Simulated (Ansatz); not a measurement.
Relaxation of the outer planes of the (10-10) surface of wurtzite ZnO in its 1x1 cell (cut with top plane O + Zn, bottom plane O + Zn), outermost plane spacing 0.95 Å in the ideal cut.

Calculation: PBE (plane waves to 420 eV, PAW; Ansatz, an electronic-structure program).

Model: 24-atom slab, O12Zn12, 15.1 Å thick at the start, 8x5x1 mesh, Fermi-Dirac 0.025 eV, dipole correction, all atoms relaxed; held to the start's symmetry, so lower structures may exist; no spin, no spin-orbit, no U.

```json
[
 {"plane": "1", "atoms": "Zn + O", "bulk spacing to the next (Å)": "0.947", "relaxed spacing (Å)": "[?]", "change (%)": "[?]", "rumpling (Å)": "[?]"},
 {"plane": "2", "atoms": "Zn + O", "bulk spacing to the next (Å)": "1.893", "relaxed spacing (Å)": "1.973", "change (%)": "4.2", "rumpling (Å)": "0.12 (Zn outermost)"}
]
```

Task: Fill in the missing entries.

Result: 
- 1, relaxed spacing (Å): 0.709
- 1, change (%): -25.1
- 1, rumpling (Å): 0.33 (O outermost)
